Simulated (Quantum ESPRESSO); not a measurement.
Input and output of a self-consistent single point for MgCd2 (P1, 6 atoms in the cell) (Quantum ESPRESSO).

Method: rVV10, GBRV 1.5 ultrasoft (PBE) pseudopotentials (plane waves; Quantum ESPRESSO 7.5).

```yaml
crystal:
  lattice:
    - [5.41317, 0.00000, 0.00000]
    - [-2.70659, 4.68794, 0.00000]
    - [0.00000, 0.00000, 5.00791]
  atoms:
    - { symbol: Mg, position: [0.32533, 0.67217, 0.50081] }
    - { symbol: Mg, position: [0.65843, 0.32241, 0.50981] }
    - { symbol: Cd, position: [0.66184, 0.64293, 0.99849] }
    - { symbol: Cd, position: [0.99475, 0.33348, 0.99642] }
    - { symbol: Cd, position: [0.34095, 0.02054, 0.00598] }
    - { symbol: Cd, position: [0.01870, 0.00848, 0.48850] }
```

Reference input (self-consistent single point, DFT, LDA (PZ), plane waves, GBRV 1.5 ultrasoft (LDA) pseudopotentials): ecutwfc = 40 Ry; ecutrho = 200 Ry; occupations = smearing; smearing = fd; degauss = 0.0036749 Ry; potentials = {Mg: mg_lda_v1.4.uspp.F.UPF, Cd: cd_lda_v1.uspp.F.UPF}; K_POINTS = automatic 4 4 4 0 0 0; conv_thr = 1e-10 Ry; mixing_beta = 0.5. This run's input differs from it in these lines:

```diff
@@ -17,2 +17,3 @@
   degauss = 0.0036749
+  input_dft = 'rvv10'
 /
@@ -23,4 +24,4 @@
 ATOMIC_SPECIES
-Mg    24.3050  mg_lda_v1.4.uspp.F.UPF
-Cd   112.4140  cd_lda_v1.uspp.F.UPF
+Mg    24.3050  mg_pbe_v1.4.uspp.F.UPF
+Cd   112.4140  cd_pbe_v1.uspp.F.UPF
 CELL_PARAMETERS {angstrom}
```

Output, abridged:

```
     Self-consistent Calculation

     iteration #  1     ecut=    40.00 Ry     beta= 0.50

     negative rho (up, down):  8.492E-02 0.000E+00

     total energy              =    -710.38636245 Ry
     estimated scf accuracy    <       1.00887180 Ry

     iteration #  2     ecut=    40.00 Ry     beta= 0.50

     negative rho (up, down):  8.640E-02 0.000E+00

     total energy              =    -710.59241612 Ry
     estimated scf accuracy    <       0.03793332 Ry

     iteration #  3     ecut=    40.00 Ry     beta= 0.50
     c_bands:  1 eigenvalues not converged

     negative rho (up, down):  8.693E-02 0.000E+00

     total energy              =    -710.59650212 Ry
     estimated scf accuracy    <       0.00648939 Ry

   [... 6 blocks of this kind left out ...]

     iteration # 10     ecut=    40.00 Ry     beta= 0.50

     negative rho (up, down):  8.772E-02 0.000E+00

     total energy              =    -710.59725802 Ry
     estimated scf accuracy    <          7.3E-10 Ry

     iteration # 11     ecut=    40.00 Ry     beta= 0.50

     negative rho (up, down):  8.772E-02 0.000E+00
     End of self-consistent calculation

     the Fermi energy is    10.0177 ev

!    total energy              =    -710.59725802 Ry
     estimated scf accuracy    <          6.9E-11 Ry
     smearing contrib. (-TS)   =      -0.00059609 Ry
     internal energy E=F+TS    =    -710.59666193 Ry

     convergence has been achieved in  11 iterations

     negative rho (up, down):  8.772E-02 0.000E+00

     Forces acting on atoms (cartesian axes, Ry/au):

     atom    1 type  1   force =     0.00763901   -0.00381873    0.00015268
     atom    2 type  1   force =     0.00424495    0.00768318   -0.00509070
     atom    3 type  2   force =    -0.00577932    0.02003944    0.00099076
     atom    4 type  2   force =     0.00466488   -0.00107012    0.00070527
     atom    5 type  2   force =     0.00226343   -0.01789752   -0.00441291
   [... lines left out ...]
     Total force =     0.035115     Total SCF correction =     0.000028
   [... lines left out ...]

     negative rho (up, down):  8.772E-02 0.000E+00
          total   stress  (Ry/bohr**3)                   (kbar)     P=       25.75
   0.00010609  -0.00000140  -0.00001016           15.61       -0.21       -1.49
  -0.00000140   0.00012674  -0.00000198           -0.21       18.64       -0.29
  -0.00001016  -0.00000198   0.00029238           -1.49       -0.29       43.01

   JOB DONE.
```

The run converged in 11 iterations. Against the reference run the pressure goes from -3.48 to 2.58 GPa and the largest force goes from 0.423 to 0.537 eV/Å.

The starting cell comes from a database of computed structures (which also holds hypothetical and non-ambient phases and stackings), without a prior relaxation at this level. Its atoms were displaced at random from the sites of space group no. 189.

Cost on one core of a shared machine: roughly 3 min.
